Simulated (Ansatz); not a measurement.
Start from BN in the zinc blende structure (space group F-43m, No. 216; a = 3.6051 Å). Axes: x, y, z lie along the cube axes.

One thing is altered: uniaxial stress, 2 GPa tension along x, with the cell and atoms free to relax against it.

Levels (all Ansatz, a program for electronic structure, PAW, earlier PAW set): PBEsol (420 eV, spin-orbit coupling left out); r2SCAN (500 eV, no spin-orbit coupling); HSE06 (420 eV, without spin-orbit coupling); PBEsol+SOC (420 eV, spin-orbit coupling included); HSE06+SOC (420 eV, with spin-orbit coupling).

One geometry, relaxed with PBEsol, under each level:

The valence-band top lists the three highest levels at Γ (Kramers pairs under SOC), from the VBM.

```json
[
 {"level": "PBEsol", "band gap": "4.26 eV", "lowest conduction level above the VBM at special points": "X 4.26 eV; M 4.32 eV; S 6.82 eV; S₀ 6.82 eV", "valence-band top at Γ": "0.00, 0.00, -0.03 eV", "electron mass": "0.89 mₑ along k, 0.29 mₑ across (at X)", "pressure": "-0.67 GPa"},
 {"level": "r2SCAN", "band gap": "4.97 eV", "lowest conduction level above the VBM at special points": "X 4.97 eV; M 5.02 eV; S 7.59 eV; S₀ 7.59 eV", "valence-band top at Γ": "–", "electron mass": "0.87 mₑ along k, 0.29 mₑ across (at X)", "pressure": "0.55 GPa"},
 {"level": "HSE06", "band gap": "[?]", "lowest conduction level above the VBM at special points": "[?]", "valence-band top at Γ": "–", "electron mass": "–", "pressure": "–"},
 {"level": "PBEsol+SOC", "band gap": "4.25 eV", "lowest conduction level above the VBM at special points": "X 4.25 eV; M 4.31 eV; S 6.82 eV; S₀ 6.82 eV", "valence-band top at Γ": "0.00, -0.01, -0.04 eV", "electron mass": "0.89 mₑ along k, 0.29 mₑ across (at X)", "pressure": "-0.67 GPa"},
 {"level": "HSE06+SOC", "band gap": "[?]", "lowest conduction level above the VBM at special points": "[?]", "valence-band top at Γ": "[?]", "electron mass": "–", "pressure": "–"}
]
```

Give the withheld HSE06 and HSE06+SOC results.


- HSE06, band gap: 5.76 eV
- HSE06, lowest conduction level above the VBM at special points: X 5.76 eV; M 5.82 eV; S 8.44 eV; Γ 10.58 eV
- HSE06+SOC, band gap: 5.75 eV
- HSE06+SOC, lowest conduction level above the VBM at special points: X 5.75 eV; M 5.81 eV; S 8.43 eV; Γ 10.57 eV
- HSE06+SOC, valence-band top at Γ: 0.00, -0.01, -0.04 eV

Single points use the geometry relaxed with PBEsol. Their cutoffs differ, which shifts pressures a little. HSE06 gaps are upper bounds (no full band path). The spin-orbit shifts are approximate. Load acts through the strain it causes; cell and atoms are relaxed under it. Effective masses come from finite differences of ±0.01 Å⁻¹. Along k means along the line from Γ to the band edge. Beyond what the load breaks, stability against distortions was not tested. Labels are those of the standard path for the cell's own space group.
